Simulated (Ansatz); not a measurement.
We consider fluorite PbF2 (high-temperature phase), described by revPBE (PAW; Ansatz, a program for electronic structure).

Numerical settings: plane-wave cutoff 520 eV, 10×10×10 k mesh, Fermi–Dirac smearing 0.01 eV, scalar-relativistic PAW data made under PBE.

Computed at the level's own relaxed cell.

Predict the lattice parameter a, smallest direct gap on the k points sampled, bulk modulus and volume per atom.


lattice parameter a: 6.074 Å
smallest direct gap on the k points sampled: 4.65 eV
bulk modulus: 58.8 GPa
volume per atom: 18.67 Å³/atom

Measured, for comparison: lattice constant a 5.94 Å, bulk modulus 64 GPa, equilibrium volume per atom 17.46 Å³/atom (temperature not stated, not corrected to a static lattice; as tabulated in Cadelano and Cappellini (2011), arXiv:1107.5962). Computed (rounded) less measured: lattice constant a +2.3 %, bulk modulus -8 %, equilibrium volume per atom +6.9 %.

Spin–orbit coupling is not included; with these elements it can move the gap by several tenths of an eV or more.

Computed values are for the static lattice.
